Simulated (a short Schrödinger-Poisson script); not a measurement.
Structure: symmetric double-gate stack, SiO2 on p-type GaN, at 300 K.

```
layer  material  thickness (nm)  Na (cm⁻³)
-----  --------  --------------  ---------
1          SiO2             3.5          -
2           GaN               2       7e15
3          SiO2             3.5          -
```

Constants are typed, rounded textbook-type inputs, not results; the design itself was drawn at random and stands for no fabricated device. SiO2: permittivity 3.9, conduction-band edge (eV) 3.2, gap (eV) 9, electron mass (mₑ) 0.5. GaN: permittivity 9.5, conduction-band edge (eV) 0, gap (eV) 3.43, Nv at 300 K (cm⁻³) 4.6e19.

Channel valleys (confinement mass, in-plane density-of-states mass, number): Γ 0.2, 0.2, 1. At the gates, both at one voltage, the conduction-band edge of layer 1 lies 3.24 eV − eVg above the Fermi level of the channel. Gaps are held at their typed values at every temperature. Mesh 0.03 nm at interfaces.

From a short Schrödinger-Poisson script (our own, NumPy): 1D Poisson equation in equilibrium, electrons quantum, Hartree (BenDaniel-Duke, 12 states a valley, the channel's in-plane mass for all, wave functions free to enter the dielectric), parabolic valleys, classical holes, full ionisation, no traps, pinning or gate leakage.

The same stack at other levels of the model or other numerical settings:

```csv
run,sheet density of all electrons at Vg = 2.25 V (cm⁻²),sheet density of all electrons at Vg = 0.45 V (cm⁻²),capacitance of both gates at Vg = 2.25 V (μF/cm²),rough cost against the base
base,2.02e13,1.81e12,1.65,about 1
"electrons treated as classical, Boltzmann",2.54e13,?,?,0.09
"electrons treated as classical, Fermi-Dirac",?,3.46e12,1.65,0.2
"electrons treated as quantum, Hartree plus LDA exchange-correlation",2.09e13,2.16e12,1.67,2
mesh six times as coarse,2.00e13,1.67e12,1.65,0.4
one subband a valley,2.02e13,1.81e12,1.65,0.5
```

**Question.** Fill in the missing entries.

**Answer.** 
- electrons treated as classical, Boltzmann, capacitance of both gates at Vg = 2.25 V (μF/cm²): 1.92
- electrons treated as classical, Boltzmann, sheet density of all electrons at Vg = 0.45 V (cm⁻²): 4.19e12
- electrons treated as classical, Fermi-Dirac, sheet density of all electrons at Vg = 2.25 V (cm⁻²): 2.13e13

The classical rows ignore confinement, and Boltzmann statistics overrate the density once the band edge passes the Fermi level.

In real p-type GaN the Mg acceptor is only partly ionised, and so wide a gap doesn't supply an inversion layer without source and drain.
